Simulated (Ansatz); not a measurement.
The reference is Ru in the hcp (Mg type) structure (space group P6_3/mmc, No. 194; a = 2.676 Å, c = 4.224 Å; relaxed with 0.1 eV smearing). Axes: x lies along a and z along c of the hexagonal cell.

All numbers come from plane-wave PAW DFT at the LDA level (Ansatz, a program for electronic structure, 420 eV), without spin-orbit coupling.

For the base:

* **Pressure**: 0.0 GPa
* **Shortest interatomic distance**: 2.617 Å

It is then changed as follows: uniaxial strain ε_zz = −0.50 %, all other strain components held at zero; the atoms relax in the strained cell.

Q: How does this affect the pressure, shortest interatomic distance and energy relative to the base?

A: The pressure (mean of the normal stresses, compression positive) goes from zero to 2.0 GPa; the shortest interatomic distance decreases by 0.009 Å, from 2.617 Å to 2.608 Å; the energy rises by 0.8 meV/atom.

No phonon test of stability was made. The final runs are not spin-polarised.
